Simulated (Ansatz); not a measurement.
# ZrSi2: pressure 0.9 GPa

Take ZrSi2 (space group Cmcm, No. 63; a = 3.675 Å, b = 14.567 Å, c = 3.656 Å) as the base.

It is then changed as follows: cell and atoms relaxed at a pressure of 0.9 GPa.

All numbers come from plane-wave PAW DFT at the PBEsol level (Ansatz, an electronic-structure program, 420 eV), no spin-orbit coupling. Settings: 13×13×13 k-points, 0.05 eV Fermi–Dirac smearing.

| quantity | base | changed | shift |
|---|---|---|---|
| volume per atom | 16.31 Å³ | 16.20 Å³ | -0.11 Å³ |
| density | 5.00 g/cm³ | 5.04 g/cm³ | +0.034 g/cm³ |
| shortest interatomic distance | 2.412 Å | 2.410 Å | -0.002 Å |
| enthalpy H = E + PV relative to the base's energy | – | +0.09 eV/atom | – |
| band gap | zero | zero | – |

Final structure:

```
CELL_PARAMETERS angstrom
      1.83388    -7.26022     0.00000
      1.83388     7.26022     0.00000
      0.00000     0.00000     3.65031
ATOMIC_POSITIONS crystal
  Si 0.94581 0.05419 0.75000
  Si 0.05419 0.94581 0.25000
  Si 0.24986 0.75014 0.75000
  Si 0.75014 0.24986 0.25000
  Zr 0.60462 0.39538 0.75000
  Zr 0.39538 0.60462 0.25000
```

Cost of the whole job for the changed cell (relaxation, final SCF and bands): very roughly 100 core-seconds.

Load acts through the strain it causes; cell and atoms are relaxed under it. Whether these cells are dynamically stable was not tested. All final runs are without spin polarisation.
